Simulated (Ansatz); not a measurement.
# Several settings converged on K2Pd (P4/mmm, 3 atoms in the cell)

```
K2Pd
1.0
    5.68409     0.00000     0.00000
    0.00000     5.68409     0.00000
    0.00000     0.00000     3.67632
K Pd
2 1
Cartesian
  0.00000   2.84205   1.83816
  2.84205   0.00000   1.83816
  0.00000   0.00000   0.00000
```

Base method: LDA (PW92), default PAW files made with PBE (plane waves; Ansatz, a program for electronic structure).

Base settings: basis.ecutwfc = 420 eV; kpoints.mp_grid.grid = 6 6 9; hamiltonian.xc = lda; hamiltonian.pseudopotentials = {kind: paw} (the program's default PAW files); scf.occupations.method = fermi_dirac; scf.occupations.width = 0.1 eV.

Core times come from one kind of shared machine, to one figure; runs under 30 s give none.

**Zone-centre phonons against the cutoff**

In this ladder: phonons.method = dfpt.

The mesh stays at the base's, so the ladder's end is converged at best in this setting alone.

Frequencies are those of the unrelaxed cell, without the LO-TO term of polar crystals.

Only quantities that move along the ladder and can be compared are tabulated.

| basis.ecutwfc | highest zone-centre frequency (cm⁻¹) | lowest optical frequency (cm⁻¹) | core time / last (rough) |
|---|---|---|---|
| 210 eV | 82.3 | -12.0 | – |
| 250 eV | 102.1 | 34.2 | 0.2 |
| 295 eV | 101.4 | 35.1 | 0.2 |
| 355 eV | 99.1 | 31.7 | 0.2 |
| 420 eV | 99.2 | 31.9 | 0.5 |
| 630 eV | 99.2 | 32.0 | 1 |

Coarsest basis.ecutwfc that holds the lowest optical frequency within 5 cm⁻¹ of the last step, with all finer ones: 250 eV, at about 0.2 of the last step's time; the step before is off by 44 cm⁻¹.

Coarsest basis.ecutwfc that holds the highest zone-centre frequency within 10 cm⁻¹ of the last step, with all finer ones: 250 eV, at about 0.2 of the last step's time; the step before is off by 17 cm⁻¹.

**The force threshold of a relaxation**

On K2Pd (P4mm, 3 atoms in the cell): one atom moved by 0.15 angstrom.

In this ladder: relax = atoms.

The mesh stays at the base's, so the ladder's end is converged at best in this setting alone.

Only quantities that move along the ladder and can be compared are tabulated.

| relax.f_tol | free energy less the last step's (meV/atom) | largest force left (eV/Å) | relaxation steps |
|---|---|---|---|
| 0.2 eV/Å | 2.49 | 0.0995 | 2 |
| 0.1 eV/Å | 1.59 | 0.0792 | 2 |
| 0.05 eV/Å | 0.01 | 0.0076 | 3 |
| 0.02 eV/Å | 0.01 | 0.0077 | 3 |
| 0.005 eV/Å | 0.00 | 0.0001 | 4 |
| 0.001 eV/Å | 0.00 | 0.0001 | 5 |

Coarsest relax.f_tol that holds the free energy within 0.2 meV/atom of the last step, with all finer ones: 0.05 eV/Å; the step before is off by 1.6 meV/atom.

Coarsest relax.f_tol that holds the largest force left within 0.01 eV/Å of the last step, with all finer ones: 0.05 eV/Å; the step before is off by 0.079 eV/Å.

On the base run: the starting cell comes from a database of computed structures (which also holds hypothetical and non-ambient phases and stackings), without a prior relaxation at this level. Its lattice was rescaled by up to half a per cent. Spin polarisation is off.

Keys are those of Ansatz 0.2.
